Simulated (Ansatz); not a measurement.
Functionals compared on the (0001) surface of wurtzite ZnO, Zn-terminated, F on every top atom (bottom of the slab: 2 H on 4 bottom sites), in Ansatz (plane waves, PAW). The structure was relaxed with PBE; the other rows are single points on it. Cutoff 420 eV (500 eV for r2SCAN).

Set-up: 46 atoms, 14.0 Å thick at the start with caps and adatoms; mesh 4x4x1; 0.025 eV smearing; dipole correction on; 8 atoms held, the rest relaxed; start symmetry kept, larger cells not searched; no spin (no spin-polarised run to compare, though such a face may carry moments), no spin-orbit, no U. The slab shows no gap on its mesh. It is one candidate, not shown to be the stable structure of the face. These notes are the PBE run's.

```
functional  work function of the top face (eV)  rough cost of the single point
----------  ----------------------------------  ------------------------------
PBE                                      10.93                               –
r2SCAN                                     [?]   around 4 core-minutes (rough)
```

### Question
Fill in the missing entries.

### Answer

- r2SCAN, work function of the top face (eV): 11.48

Ansatz is an electronic-structure program.
